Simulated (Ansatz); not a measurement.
SnC (model structure, started from the CsCl type, Pm-3m, No. 221, 2 atoms in the cell)

Method: LDA in Ansatz (PAW).

Settings: plane-wave cutoff 520 eV, 18×18×18 k mesh, Fermi–Dirac smearing 0.05 eV, scalar-relativistic PAW data made under PBE.

Cell (relaxed at this level):

```xyz
2
Lattice="3.0318 0.0000 0.0000 0.0000 3.0318 0.0000 0.0000 0.0000 3.0318" Properties=species:S:1:pos:R:3 pbc="T T T"
Sn     0.0000     0.0000     0.0000
C      1.5159     1.5159     1.5159
```

```yaml
band_gap: zero (no gap)
bulk_modulus: 116 GPa
```

Note: the bulk modulus is −V dP/dV from two relaxed cells at ±2 % in volume; the relaxation could raise the start's symmetry but not lower it, so the cell can be a saddle point.

Spin–orbit coupling is not included; it can open a gap where bands touch, and shift volumes and moduli.

Static lattice: no zero-point or thermal effects.

A model structure was made by putting elements into a prototype or built by hand; it is no filed structure, need not be a known phase, and can be a saddle point held by its symmetry.

Ansatz is a program for electronic structure.
